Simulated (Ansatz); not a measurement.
Convergence study of the k-point mesh for the (100) slab of HfN (cut from a parent of space group no. 225; 8 atoms in the cell)

```yaml
crystal:
  lattice:
    - [3.18014, 0.00000, 0.00000]
    - [-3.18014, 3.18014, 0.00000]
    - [0.00000, 0.00000, 20.74601]
  atoms:
    - { symbol: Hf, position: [0.00000, 0.00000, 0.44581] }
    - { symbol: Hf, position: [0.00000, 0.50000, 0.33741] }
    - { symbol: Hf, position: [0.00000, 0.00000, 0.66259] }
    - { symbol: Hf, position: [0.00000, 0.50000, 0.55420] }
    - { symbol: N, position: [0.00000, 0.00000, 0.33741] }
    - { symbol: N, position: [0.00000, 0.50000, 0.44581] }
    - { symbol: N, position: [0.00000, 0.00000, 0.55420] }
    - { symbol: N, position: [0.00000, 0.50000, 0.66259] }
```

Computed with PBEsol, default PAW files made with PBE (plane waves; Ansatz, a program for electronic structure).

Base settings: basis.ecutwfc = 420 eV; kpoints.mp_grid.grid = 13 13 1; hamiltonian.xc = pbesol; hamiltonian.pseudopotentials = {kind: paw} (the program's default PAW files); scf.occupations.method = fermi_dirac; scf.occupations.width = 0.1 eV.

Only quantities that move along the ladder and can be compared are tabulated.

The count of work is k-points × plane waves × bands × iterations; it is no time. 

The starting cell has typed, rounded lattice constants, without a prior relaxation at this level. The slab is cut from that crystal, and its faces are unrelaxed. Its lattice was rescaled by up to half a per cent. Spin polarisation is off, though cut faces can carry moments; the slab shows no gap. In the base run, forces exceed 1 eV/Å.

| kpoints.mp_grid.grid | free energy less the last step's (meV/atom) | largest difference of a force vector from the last step's (eV/Å) | count of work / last |
|---|---|---|---|
| 3 3 1 | 14.81 | 0.663 | 0.018 |
| 4 4 1 | -5.73 | 0.221 | 0.032 |
| 5 5 1 | -3.44 | 0.128 | 0.032 |
| 6 6 1 | -2.01 | 0.034 | 0.058 |
| 7 7 1 | -2.33 | 0.029 | 0.053 |
| 8 8 1 | 1.36 | 0.035 | 0.079 |
| 9 9 1 | -1.76 | 0.045 | 0.079 |
| 11 11 1 | 1.29 | 0.043 | 0.11 |
| 12 12 1 | -0.35 | 0.034 | 0.15 |
| 13 13 1 | -0.20 | 0.033 | 0.15 |
| 14 14 1 | -0.01 | 0.012 | 0.19 |
| 17 17 1 | -0.02 | 0.004 | 0.24 |
| 20 20 1 | -0.02 | 0.005 | 0.35 |
| 23 23 1 | -0.07 | 0.003 | 0.41 |
| 27 27 1 | 0.01 | 0.002 | 0.55 |
| 32 32 1 | 0.01 | 0.001 | 0.81 |
| 37 37 1 | 0.00 | 0.000 | 1.0 |

Coarsest kpoints.mp_grid.grid that holds the free energy within 5 meV/atom of the last step, with all finer ones: 5 5 1, at 0.032 of the last step's count of work; the step before is off by 5.7 meV/atom.

Coarsest kpoints.mp_grid.grid that holds the forces within 0.02 eV/Å of the last step, with all finer ones: 14 14 1, at 0.19 of the last step's count of work; the step before is off by 0.033 eV/Å.

Keys are those of Ansatz 0.2.
